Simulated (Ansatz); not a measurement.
# Bader charge of Mg (e) in related cells

Cell A: Mg (hcp, P6₃/mmc), 2 atoms in the cell, k-point mesh 24×24×12 on the run's own vectors. Conventional cell: a = b = 3.1945 Å, c = 5.1977 Å, α = β = 90.00°, γ = 120.00°.

Cell B: MgO (rock salt, Fm-3m), 2 atoms in the cell, k-point mesh 14×14×14 on the run's own vectors. Conventional cell: a = b = c = 4.2544 Å, α = β = γ = 90.00°.

All numbers come from Ansatz (an electronic-structure program), plane waves with PAW, its PAW set soft_1, cutoff 420 eV, 500 eV for r2SCAN. The structures are at rest with PBE; other levels are single points on them. HSE06 runs on coarser k-point meshes. Some cells are metallic or hold partly filled levels, where a hybrid on a coarse mesh is less sure. Neutral cells; Fermi-Dirac smearing of at most 0.10 eV in the solids, energies taken to zero width. The lattices are those relaxed with PBE, so at other levels the solids can be strained, which adds to the spread. A dispersion term ran beside these levels; it doesn't touch the electrons. Electrons of density maxima off the nuclei are shared among the atoms. Mean over the atoms, with the range where they differ; positive means electrons lost.

```tsv
system	PBE	r2SCAN	HSE06
A	0.00	0.00	0.00
B	1.72	1.74	1.74
```

With PBE the value of B exceeds that of A by 1.72 e. With r2SCAN the value of B exceeds that of A by 1.74 e. With HSE06 the value of B exceeds that of A by 1.74 e.
